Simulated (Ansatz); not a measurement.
# Computed paths: N vacancy in zinc-blende GaN, charge state +1

Defect migration in zinc-blende GaN: N vacancy, charge state +1. Method: PBE, PAW (plane waves to 420 eV; Ansatz, a quantum-chemistry and plane-wave program).

Cell of 64 host sites held at the relaxed PBE lattice; one k-point at (0.250, 0.250, 0.250); Fermi-Dirac width 0.01 eV, spin-restricted; finite-size errors left in. No zero-point or tunnelling terms. The host's phase is taken as given; its stability against other phases was not computed. The charge state is imposed; whether it is stable for some Fermi level was not computed. Forms of the defect that were not tried may lie lower.

Barriers: single points on a 2×2×2 k-point mesh shifted by half a step at the bands' geometries.

```json
[
 {"Route": "a nearby N atom hops onto the vacant site", "Start site over the lowest site run (eV)": "0.00", "Hop (Å)": "3.19", "Forward barrier (eV)": "3.88", "Backward barrier (eV)": "3.88", "Neighbours at the start": "Ga at 1.95, 2 Ga at 1.97, Ga at 1.99 Å", "Neighbours at the saddle": "Ga at 1.84, 2 Ga at 2.21, 2 Ga at 2.38 Å", "Saddle order": "not checked, on a symmetry element", "Forward, on the band's own sampling (eV)": "3.91"}
]
```

Paths come from CI-NEB runs.  A band can be held on a symmetry element, so unchecked saddle points there may be too high.

The whole set of runs took around 1.2 core-hours (rough).
